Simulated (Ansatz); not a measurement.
ZnSnP2: pressure series

Start from ZnSnP2 in the chalcopyrite structure (space group I-42d, No. 122; a = 5.650 Å, c = 11.325 Å).

Cell and atoms are relaxed at each pressure.

Calculations: Kohn–Sham DFT with the r2SCAN functional, run in Ansatz (an electronic-structure program) with PAW and 500 eV plane waves, no spin-orbit coupling.

Candidates:
(a) pressure 60 GPa
(b) pressure 1.8 GPa
(c) pressure 18 GPa
(d) pressure 45 GPa
(e) pressure 9 GPa

For the base:

* **Width of the top valence band**: 1.45 eV

Task: Order them by width of the top valence band, highest first.

Result: (a) pressure 60 GPa (2.71 eV), (d) pressure 45 GPa (2.48 eV), (c) pressure 18 GPa (1.96 eV), (e) pressure 9 GPa (1.73 eV), (b) pressure 1.8 GPa (1.51 eV)

The levels and masses belong to the bands next to the band gap. Load acts through the strain it causes; cell and atoms are relaxed under it. Whether these cells are dynamically stable was not tested. Competing high-pressure phases were not computed.
